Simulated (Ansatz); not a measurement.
# TiRu in the CsCl type structure (space group Pm-3m, No. 221)

```
CELL_PARAMETERS angstrom
      3.04592     0.00000     0.00000
      0.00000     3.04592     0.00000
      0.00000     0.00000     3.04592
ATOMIC_POSITIONS crystal
  Ti 0.00000 0.00000 0.00000
  Ru 0.50000 0.50000 0.50000
```

The values are results of plane-wave PAW DFT at the PBEsol level (Ansatz, a program for electronic structure, 420 eV), no spin-orbit coupling, not measurements. Γ-centred 15×15×15 mesh, Fermi–Dirac width 0.05 eV.

```yaml
volume_per_atom: 14.13 Å³
density: 8.75 g/cm³
band_gap: zero
total_energy: -4145.956 eV/atom (σ→0; compares only within this code and set-up)
```

Whether these cells are dynamically stable was not tested. The final runs are not spin-polarised.
